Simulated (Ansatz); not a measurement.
Report: zincblende InP (F-43m), biaxial stress in the (111) plane

Cell and atoms are relaxed with PBEsol to each stress (compression positive); bands and masses by r2SCAN with spin-orbit coupling, rigid bands (plane waves, PAW; Ansatz, a program for electronic structure). Strains are changes of length against the unloaded cell.

```xyz
2
Lattice="0.0000 2.9390 2.9390 2.9390 0.0000 2.9390 2.9390 2.9390 0.0000" Properties=species:S:1:pos:R:3 pbc="T T T"
In     0.0000     0.0000     0.0000
P      1.4695     1.4695     1.4695
```

```tsv
stress (GPa)	strain [111] (%)	strain [1−10] (%)	gap (eV)	mean mₑ*
-4.00	-1.86	3.21	0.641	0.073
-2.00	-0.89	1.51	0.878	0.082
-1.00	-0.44	0.74	0.991	0.086
0	0	0	1.089	0.089
1.00	0.43	-0.70	1.114	0.093
2.00	0.86	-1.37	1.130	0.096
3.00	1.28	-2.03	1.130	0.098
```

[111] is the normal of the loaded plane; [11−2] strains as [1−10]. Masses are conductivity masses at 300 K in electron masses, harmonic means over x, y and z.

Question: From the two loads next to zero, find the biaxial modulus and the ratio of out-of-plane to in-plane strain.

Answer: Between -1.00 and 1.00 GPa the strain along [1−10] changes by -1.44 % and that along [111] by 0.87 %. The modulus is 2.00/0.0144 = 139 GPa and the ratio of the strains 0.60 (PBEsol, atoms relaxed).

Question: Is the response still linear at the largest tension?

Answer: The modulus predicts 2.88 % at -4.00 GPa; the table has 3.21 %, so the crystal is softer there.

Question: How fast does the gap move on either side of zero load?

Answer: Under tension, (0.991 − 1.089) eV over -1.00 GPa = 98 meV/GPa, or about -13 eV per unit strain; under compression, (1.130 − 1.089) eV over 2.00 GPa = 20 meV/GPa, or about -3.0 eV per unit strain. The two slopes part by 78 meV/GPa; gaps are resolved to about 0.01 eV, which allows 15 meV/GPa, so they differ.

Masses are those of dilute carriers in rigid bands with one relaxation time, without polarons. Third decimals of gaps are kept for the arithmetic. Every relaxation keeps the zincblende phase (space group R3m under this load), so a transition, a distortion that breaks the symmetry or fracture can't show.
